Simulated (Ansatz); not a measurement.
TiTeSe (P3m1, No. 156, 3 atoms in the cell; start mp-1216648), treated with PBEsol (Ansatz, an electronic-structure program, plane waves, PAW).

Input:

Ansatz 0.2 input:
```yaml
crystal:
  lattice:
    - [3.5492967005, 0.0, 0.0]
    - [-1.7746483503, 3.0737811082, 0.0]
    - [0.0, 0.0, 6.2909802414]
  atoms:
    - { symbol: Ti, position: [0.0, 0.0, 0.9786358011] }
    - { symbol: Te, position: [0.6666666667, 0.3333333333, 0.2697456425] }
    - { symbol: Se, position: [0.3333333333, 0.6666666667, 0.7516285564] }
basis:
  ecutwfc: 520
  ecutrho_ratio: 4
  xc_grid: 2
kpoints:
  mp_grid: { grid: [18, 18, 8] }
hamiltonian:
  xc: pbesol
  dispersion: none
  pseudopotentials: { kind: paw }
scf:
  occupations: { method: fermi_dirac, width: 0.05 }
output:
  forces: true
  stress: true
  eigenvalues: true
relax:
  f_tol: 0.004
  escape_saddle: false
  max_steps: 80
  cell: { stress_tol: 0.02, fix: [volume] }
```

From the output:

```
Relaxation: its limit of steps is 80 (relax.max_steps)
Crystal: 3 atoms, lattice volume = 68.633 Å³
Basis set: ecut = 520 eV, 1859 PW (Γ), exchange–correlation on 54×54×96 points (8 copies of the dense FFT grid, shifted against one another)
Bands: 27, of which v1, the nominal top of the filled ones, is band 22 counted from 1 (21 counted from 0)
Symmetry: 6 space group operations
Space group: P3m1 (ITA 156), of the structure as read, at distance tolerance 4.1e-5 Å
k-points: 266 of 2592 (time reversal used)
Functional: x = pbesol(κ = 0.804, μ = 0.12345679012345678), c = pbesol(β = 0.046)
SCF iter   1: F=—  HF=-14802.447093 eV  |F-HF|=—  |Δ(HF+E_count)|=         —  Δρ=5.43e-3  dr2=3.41e-2
SCF iter   2: F=—  HF=-14802.444917 eV  |F-HF|=—  |Δ(HF+E_count)|=   2.18e-3  Δρ=4.90e-3  dr2=3.13e-2
  ...
SCF 1 converged in 6 iterations: F = -14802.440129 eV  dr2 = 4.89e-8
Crystal: 3 atoms, lattice volume = 68.633 Å³
Initial density: handed on by an earlier stage of this run
SCF 2 converged in 6 iterations: F = -14802.438512 eV  dr2 = 4.42e-8
Crystal: 3 atoms, lattice volume = 68.633 Å³
SCF 3 converged in 10 iterations: F = -14802.444451 eV  dr2 = 1.28e-13
Crystal: 3 atoms, lattice volume = 68.633 Å³
SCF 4 converged in 4 iterations: F = -14802.444501 eV  dr2 = 2.46e-8
Crystal: 3 atoms, lattice volume = 68.633 Å³
SCF 5 converged in 4 iterations: F = -14802.444505 eV  dr2 = 3.10e-9
Crystal: 3 atoms, lattice volume = 68.633 Å³
SCF iter   5: F=—  HF=-14802.444505 eV  |F-HF|=—  |Δ(HF+E_count)|=  2.07e-10  Δρ=1.02e-7  dr2=1.55e-11
SCF iter   6: F=-14802.444505 eV  HF=-14802.444505 eV  |F-HF|=0.00e0  |Δ(HF+E_count)|=  1.09e-11  Δρ=1.21e-8  dr2=2.06e-13
SCF 6 converged in 6 iterations: F = -14802.444505 eV  dr2 = 2.06e-13
SCF converged after 6 iterations
Free energy (F): -14802.444505 eV
Internal energy: -14802.434232 eV  (E = F + TS)
E sigma→0 (E₀):  -14802.439368 eV
Fermi energy:    10.859947 eV
--- Forces (eV/Å), atoms counted from 1 ---
  atom   1  Ti    -0.00000000     0.00000000     0.00002600
  atom   2  Te     0.00000000    -0.00000000     0.00004317
  atom   3  Se    -0.00000000     0.00000000    -0.00006897
--- Stress (GPa, compression-positive) ---
        0.640033      -0.000000       0.000000
       -0.000000       0.640033      -0.000000
        0.000000      -0.000000       0.640076
  P = ⅓ Tr σ = 0.6400 GPa (6.400 kbar)
```

The cell is one volume of an energy–volume scan, off the minimum.

The PAW data were made under PBE.

Note: the relaxation could not lower the start's symmetry, so the cell can be a saddle point above a distorted one. Note: the cell has widely spaced layers and the level no dispersion term, so their spacing and the moduli can rest on weak binding.

Cost on a shared machine: roughly 5 core-minutes.

A start named mp-… is a Materials Project structure, which need not be a measured phase.
